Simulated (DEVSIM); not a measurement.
Structure: Al/SiO2/n-Si capacitor, at 250 K.

| layer (left to right) | material | thickness (nm) | Nd (cm⁻³) |
|---|---|---|---|
| 1 | SiO2 | 3.80 | - |
| 2 | Si | 3600 | 2.5e16 |

Metal gate on the left, work function 4.1 eV. Fixed charge at the semiconductor interface 0 cm⁻² (in units of +e); no interface traps.

This is a model device: material constants are rounded textbook-type values typed into the input, and sizes, dopings and lifetimes were drawn at random. Values at 300 K; Nc and Nv go as T^1.5, mobilities as T to minus their exponent, the gap by Varshni's rule with the affinity fixed.

```tsv
parameter	SiO2	Si
gap (eV)	9	1.124
affinity (eV)	0.9	4.05
permittivity	3.9	11.7
Nc (cm⁻³)	-	2.86e19
Nv (cm⁻³)	-	3.1e19
Varshni α (eV/K)	-	0.000473
Varshni β (K)	-	636
```

DEVSIM, 1D Poisson equation in equilibrium, Boltzmann statistics, complete ionisation; no quantum confinement or tunnelling. Metal contacts follow the ideal Schottky-Mott rule: no Fermi-level pinning, no interface dipoles.

The SiO2 thickness was swept, all else fixed.

```tsv
SiO2 thickness (μm)	minimum of the low-frequency capacitance (μF/cm²)	capacitance of the dielectric stack (μF/cm²)	threshold voltage (band bending 2φF) (V)
0.0015	0.0531	2.30	-0.98
0.0021	0.0524	1.64	-0.99
0.0027	0.0520	1.28	-1.00
0.0032	0.0518	1.08	-1.01
0.0038	0.0516	0.909	-1.03
0.0046	0.0515	0.751	-1.05
```

From the first row to the last the minimum of the low-frequency capacitance goes from 0.0531 to 0.0515. From the first row to the last the capacitance of the dielectric stack goes from 2.30 to 0.751.
